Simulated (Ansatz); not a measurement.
Consider Hf in the hcp (Mg type) structure (space group P6_3/mmc, No. 194; a = 3.158 Å, c = 5.004 Å; relaxed with 0.1 eV smearing). Axes: x lies along a and z along c of the hexagonal cell.

Computed with Ansatz (a quantum-chemistry and plane-wave program), PBEsol, PAW, cutoff 420 eV, spin-orbit coupling left out.

Before the change:

The shortest interatomic distance comes out as 3.096 Å.

Perturbation: the cell is compressed by 2.50 % along z with no lateral relaxation; the atoms relax in the strained cell.

Q: How does this affect the energy relative to the base, stress and shortest interatomic distance?

A: The energy rises by 9.1 meV/atom; the stress (xx, yy, zz, yz, xz, xy; compression positive) is (1.9, 1.9, 5.5, 0.0, 0.0, 0.0) GPa; the shortest interatomic distance shrinks by 0.050 Å to 3.046 Å.

Stability against distortions was not tested. All final runs are without spin polarisation.
